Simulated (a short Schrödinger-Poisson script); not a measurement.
System: symmetric double-gate stack, Al2O3 on p-type InP, at 300 K.

| layer | material | thickness (nm) | Na (cm⁻³) |
|---|---|---|---|
| 1 | Al2O3 | 5.3 | - |
| 2 | InP | 20 | 4e15 |
| 3 | Al2O3 | 5.3 | - |

Constants are typed, rounded textbook-type inputs, not results; the design itself was drawn at random and stands for no fabricated device. Al2O3: permittivity 9, conduction-band edge (eV) 3.03, gap (eV) 6.8, electron mass (mₑ) 0.3. InP: permittivity 12.5, conduction-band edge (eV) 0, gap (eV) 1.344, Nv at 300 K (cm⁻³) 1.1e19.

Channel valleys (confinement mass, in-plane density-of-states mass, number): Γ 0.08, 0.08, 1. At the gates, both at one voltage, the conduction-band edge of layer 1 lies 3.16 eV − eVg above the Fermi level of the channel. Gaps are held at their typed values at every temperature. Mesh 0.03 nm at interfaces.

Solved with a short Schrödinger-Poisson script written for these runs: 1D Poisson equation in equilibrium, electrons quantum, Hartree (BenDaniel-Duke, 12 states a valley, the channel's in-plane mass for all, wave functions free to enter the dielectric), parabolic valleys, classical holes, full ionisation, no traps, pinning or gate leakage.

List the lowest subbands of each valley and their electrons at Vg = 1.6 V.


```csv
valley,subband,energy from the Fermi level (meV),electrons (cm⁻²),share (%)
Γ,0,-204.5,6.83e12,38.4
Γ,1,-204.0,6.82e12,38.3
Γ,2,-79.7,2.70e12,15.2
```

All electrons: 1.78e13 cm⁻². Above a few 1e12 electrons/cm² a light Γ valley is non-parabolic and upper valleys begin to fill, which the model leaves out.
